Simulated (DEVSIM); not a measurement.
Device: Au/SiO2/n-Si capacitor, at 300 K.

| layer (left to right) | material | thickness (nm) | Nd (cm⁻³) |
|---|---|---|---|
| 1 | SiO2 | 21.0 | - |
| 2 | Si | 15000 | 1.4e15 |

Metal gate on the left, work function 5.1 eV. Fixed charge at the semiconductor interface 3.2e11 cm⁻² (in units of +e); no interface traps.

The device is made up for the run: typed textbook-type constants, with dimensions and the other settings drawn at random. Values at 300 K.

```tsv
parameter	SiO2	Si
gap (eV)	9	1.124
affinity (eV)	0.9	4.05
permittivity	3.9	11.7
Nc (cm⁻³)	-	2.86e19
Nv (cm⁻³)	-	3.1e19
```

Model (solved in DEVSIM): 1D Poisson equation in equilibrium, Boltzmann statistics, complete ionisation; no quantum confinement or tunnelling. Metal contacts follow the ideal Schottky-Mott rule: no Fermi-level pinning, no interface dipoles.

The SiO2 thickness was swept, all else fixed.

```json
[
 {"SiO2 thickness (μm)": "0.0084", "minimum of the low-frequency capacitance (μF/cm²)": "0.0153", "threshold voltage (band bending 2φF) (V)": "0.02", "capacitance of the dielectric stack (μF/cm²)": "0.411", "flat-band voltage (V)": "0.67"},
 {"SiO2 thickness (μm)": "0.012", "minimum of the low-frequency capacitance (μF/cm²)": "0.0155", "threshold voltage (band bending 2φF) (V)": "-0.05", "capacitance of the dielectric stack (μF/cm²)": "0.288", "flat-band voltage (V)": "0.62"},
 {"SiO2 thickness (μm)": "0.015", "minimum of the low-frequency capacitance (μF/cm²)": "0.0148", "threshold voltage (band bending 2φF) (V)": "-0.11", "capacitance of the dielectric stack (μF/cm²)": "0.230", "flat-band voltage (V)": "0.57"},
 {"SiO2 thickness (μm)": "0.018", "minimum of the low-frequency capacitance (μF/cm²)": "0.0149", "threshold voltage (band bending 2φF) (V)": "-0.17", "capacitance of the dielectric stack (μF/cm²)": "0.192", "flat-band voltage (V)": "0.53"},
 {"SiO2 thickness (μm)": "0.021", "minimum of the low-frequency capacitance (μF/cm²)": "0.0146", "threshold voltage (band bending 2φF) (V)": "-0.23", "capacitance of the dielectric stack (μF/cm²)": "0.164", "flat-band voltage (V)": "0.48"},
 {"SiO2 thickness (μm)": "0.025", "minimum of the low-frequency capacitance (μF/cm²)": "0.0142", "threshold voltage (band bending 2φF) (V)": "-0.31", "capacitance of the dielectric stack (μF/cm²)": "0.138", "flat-band voltage (V)": "0.42"}
]
```

From the first row to the last the minimum of the low-frequency capacitance goes from 0.0153 to 0.0142. From the first row to the last the threshold voltage (band bending 2φF) goes from 0.02 to -0.31.
